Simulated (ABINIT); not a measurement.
A self-consistent single point of GaFe (P-6m2, 2 atoms in the cell) with ABINIT.

Level of theory: LDA (PW92), norm-conserving pseudopotentials (PseudoDojo nc-sr-04 LDA standard) (plane waves; ABINIT).

The change in words: lattice scaled by 0.98. Reference geometry:
```
GaFe
1.0
    2.73219     0.00000     0.00000
   -1.36610     2.36615     0.00000
    0.00000     0.00000     4.00740
Ga Fe
1 1
Direct
  0.00000   0.00000   0.50000
  0.66667   0.33333   0.00000
```
Moments meant for the start (each program seeds them in its own way; μB, in the order of the atoms Ga Fe): 0.0 4.0.

Reference input (self-consistent single point, DFT, LDA (PW92), plane waves, norm-conserving pseudopotentials (PseudoDojo nc-sr-04 LDA standard)): pseudos = [Ga.upf, Fe.upf]; ecut = 45 Ha; ixc = 7; nsppol = 2; occopt = 3; tsmear = 0.1 eV; ngkpt = 11 11 7; nshiftk = 1; shiftk = 0 0 0; potentials = PseudoDojo nc-sr-04 LDA standard; nband = 23; kptopt = 1. This run's input differs from it in these lines:

```diff
@@ -3,6 +3,6 @@
 pseudos "Ga.upf, Fe.upf"
-acell 5.1630918221 5.1630918221 7.5728903616
+acell 5.0598297283 5.0598297283 7.4214325921
 rprim
-         1.0000000000   -0.0000000516    0.0000000000
-        -0.4999999553    0.8660254296    0.0000000000
+         1.0000000000   -0.0000000573    0.0000000000
+        -0.4999999504    0.8660254324    0.0000000000
          0.0000000000    0.0000000000    1.0000000000
@@ -13,4 +13,4 @@
 xcart
-         0.0000000000    0.0000000000    2.0037005000
-         1.3660953057    0.7887153985    0.0000000000
+         0.0000000000    0.0000000000    1.9636265000
+         1.3387733359    0.7729410437    0.0000000000
       Angstrom
```

Output (repeated stretches shortened):

```
--- !BeginCycle
solver: {iscf: 7, nstep: 60, nline: 4, wfoptalg: 0, }
tolerances: {tolvrs: 1.00E-10, }
...

     iter   Etot(hartree)     deltaE(h) residm    vres2    magn
 ETOT  1  -201.28944334942    -2.01E+02 4.00E-01 7.48E+02 2.276
 ETOT  2  -201.55639884207    -2.67E-01 4.11E-02 7.29E+02 2.149
 ETOT  3  -201.57333850812    -1.69E-02 2.69E-02 5.09E+02 1.907
 ETOT  4  -201.61596867330    -4.26E-02 1.04E-02 5.03E-01 1.952
 ETOT  5  -201.61620180917    -2.33E-04 3.74E-03 1.56E-01 1.899
   [... 6 lines left out ...]
 ETOT 12  -201.61636671618    -7.27E-11 2.92E-04 3.64E-08 1.793
 ETOT 13  -201.61636671619    -8.78E-12 2.55E-04 1.15E-08 1.793
 ETOT 14  -201.61636671619    -3.07E-12 1.50E-04 1.58E-10 1.793
 ETOT 15  -201.61636671619    -1.56E-12 1.80E-04 2.95E-12 1.793
 At SCF step   15       vres2   =  2.95E-12 < tolvrs=  1.00E-10 =>converged.

 Cartesian components of stress tensor (hartree/bohr^3)
  sigma(1 1)=  5.16277070E-05  sigma(3 2)=  0.00000000E+00
  sigma(2 2)=  5.16277104E-05  sigma(3 1)=  0.00000000E+00
  sigma(3 3)=  1.51615977E-04  sigma(2 1)=  1.14405894E-12

 Integrated electronic and magnetization densities in atomic spheres:
 Radius=ratsph(iatom), smearing ratsm=  0.0000. Diff(up-dn)=approximate z local magnetic moment.
 Atom    Radius    up_density   dn_density  Total(up+dn)  Diff(up-dn)
    1   2.00000     5.456435     5.496855     10.953290    -0.040420
    2   2.00000     7.990113     6.135802     14.125914     1.854311
  Sum:             13.446548    11.632657     25.079205     1.813891
 Total magnetization (from the atomic spheres):             1.813891
   [... lines left out ...]
 Total magnetization (exact up - dn):                       1.792964
 Fermi (or HOMO) energy (hartree) =   0.39553   Average Vxc (hartree)=  -0.50810
   [... lines left out ...]
total_energy        : -2.01616366716190E+02
total_energy_eV     : -5.48626034717277E+03
band_energy         : -1.32062018024967E+01
...

-Cartesian components of stress tensor (GPa)         [Pressure= -2.4995E+00 GPa]
- sigma(1 1)=  1.51893933E+00  sigma(3 2)=  0.00000000E+00
- sigma(2 2)=  1.51893943E+00  sigma(3 1)=  0.00000000E+00
- sigma(3 3)=  4.46069528E+00  sigma(2 1)=  3.36593703E-08

 Calculation completed.
```

The run converged in 15 iterations. Against the reference run the free energy drops by 31.9 meV/atom, the pressure goes from -10.54 to -2.50 GPa and the size of the net moment goes from 0.97 to 0.90 μB/atom.

The starting cell comes from a database of computed structures (which also holds hypothetical and non-ambient phases and stackings), without a prior relaxation at this level. Its lattice was rescaled by a random factor within 2.5 % of one. For this run, on top of that: lattice scaled by 0.98. With one magnetic atom in the cell only a parallel order is possible.

Cost on one core of a shared machine: roughly 5 min.
